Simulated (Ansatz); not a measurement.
## CdSe, pressure series

Start from CdSe in the wurtzite structure (space group P6_3mc, No. 186; a = 4.248 Å, c = 6.941 Å).

Cell and atoms are relaxed at each pressure.

Computed with Ansatz (a program for electronic structure) LDA, no spin-orbit coupling.

Candidates:
(a) pressure −1 GPa
(b) pressure −2 GPa
(c) pressure 9 GPa
(d) pressure 0.9 GPa

For the base:

* **Band gap**: 0.46 eV

Order them by band gap, highest first.

(c) pressure 9 GPa (0.69 eV), (d) pressure 0.9 GPa (0.49 eV), (a) pressure −1 GPa (0.42 eV), (b) pressure −2 GPa (0.38 eV)

Load acts through the strain it causes; cell and atoms are relaxed under it. No phonon test of stability was made. Measured, CdSe leaves this structure (for rock salt) near 2.72 GPa (temperature not stated; as listed in Datta, Sujoy, Jana, Debnarayan, arXiv (2020)), on rising pressure, with hysteresis.
